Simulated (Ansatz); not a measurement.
Start from HfO₂ in the fluorite structure (space group Fm-3m, No. 225; a = 5.0585 Å). Axes: x, y, z lie along the cube axes.

Computed with r2SCAN/PAW in Ansatz (an electronic-structure program), scalar-relativistic without spin-orbit coupling.

For the base:

Pressure: 0.00 GPa
Band gap: 4.30 eV
Shortest interatomic distance: 4.139 bohr

One thing is altered: the cell is compressed by 2.46 % along z with no lateral relaxation, atoms relaxed at fixed cell.

Q: What does the calculation give for the pressure, band gap and shortest interatomic distance after the change?

A: The pressure (mean of the normal stresses, compression positive) goes from zero to 7.13 GPa; the band gap decreases by 0.156 eV, from 4.30 eV to 4.15 eV; the shortest interatomic distance falls by 0.0337 bohr, from 4.139 bohr to 4.106 bohr.

With Hf present, leaving out spin-orbit coupling can change the band edges. The cells carry an imposed strain or load. Stability against distortions was not tested. This is not the structure that HfO2 has at room temperature and ambient pressure.
